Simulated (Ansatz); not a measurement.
The starting structures come from a database of crystals and need not be the phases stable at ambient conditions.

 Where the default PAW files enter, the runs use the earlier of Ansatz's two default sets.

By PBEsol, the system below comes out a metal.

Here is the system:

```
HfSi
1.0
    3.76823     0.00000     0.00000
    0.00000     5.22345     0.00000
    0.00000     0.00000     6.65653
Hf Si
4 4
Cartesian
  2.82617   3.26784   4.49409
  0.94206   1.95561   2.16244
  0.94206   0.65612   5.49070
  2.82617   4.56733   1.16582
  2.82617   0.72674   3.61529
  0.94206   4.49671   3.04123
  0.94206   3.33846   6.36950
  2.82617   1.88499   0.28703
```

Space group of this cell: Pnma. The cell is strained (lengths along the current scaled by 0.97, ions clamped); by PBEsol its mean pressure is 2.9 GPa.

The current flows along the normal of the first two printed cell vectors. No spin-orbit coupling; the value is a mean over 0.1 eV about the Fermi level.

Q: Compute, with PBEsol (Ansatz, a first-principles code), the ballistic conductance per area.

A: 0.25 × 10¹⁵ S/m² for both spins.
